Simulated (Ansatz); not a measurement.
System: HfI₄ (C2/c, No. 15). Method: r²SCAN-D4 in Ansatz (plane waves, PAW).

Settings: plane-wave cutoff 500 eV, 6×6×4 k mesh (along the axes of the cell as run), gaussian smearing 0.02 eV, scalar-relativistic PAW data made under PBE.

Computed at the level's own relaxed cell.

### Question
Give the computed equilibrium volume per atom and band gap.

### Answer

* **equilibrium volume per atom**: 41.86 Å³/atom
* **band gap**: 2.44 eV (on the SCF k mesh)

Note: the relaxation could not lower the start's symmetry, so the cell can be a saddle point above a distorted one.

Spin–orbit coupling is not included; with these elements it can move the gap by several tenths of an eV or more.

Ansatz is an electronic-structure program.
